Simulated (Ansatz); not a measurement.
Consider MoSi2 (space group I4/mmm, No. 139; a = 3.202 Å, c = 7.819 Å). Axes: x, y, z lie along a, b, c of the conventional cell.

The values are results of Ansatz (a first-principles code) r2SCAN, no spin-orbit coupling, earlier PAW set, not measurements.

For the base:

The shortest interatomic distance comes out as 4.867 bohr. The pressure is 0.0 GPa. The band gap is zero.

Now apply this change: the cell is compressed by 1.64 % along x with no lateral relaxation, atoms relaxed at fixed cell.

**Question.** What does the calculation give for the energy relative to the base after the change?

**Answer.** The energy grows by 4.8 meV/atom.

**Question.** Predict the new shortest interatomic distance.

**Answer.** The shortest interatomic distance grows by 0.007 bohr (4.867 bohr → 4.874 bohr).

**Question.** What does the calculation give for the pressure after the change?

**Answer.** The pressure (mean of the normal stresses, compression positive) goes from zero to 3.6 GPa.

**Question.** What happens to the band gap?

**Answer.** The band gap remains zero.

The mesh was chosen for an insulator and is coarse for the gapless case. Without a gap, meshes like the base's 14×14×14 leave anisotropic stresses uncertain by several tenths of a GPa, and small strain energies with them. The cells carry an imposed strain or load. Stability against distortions was not tested. The final runs are not spin-polarised.
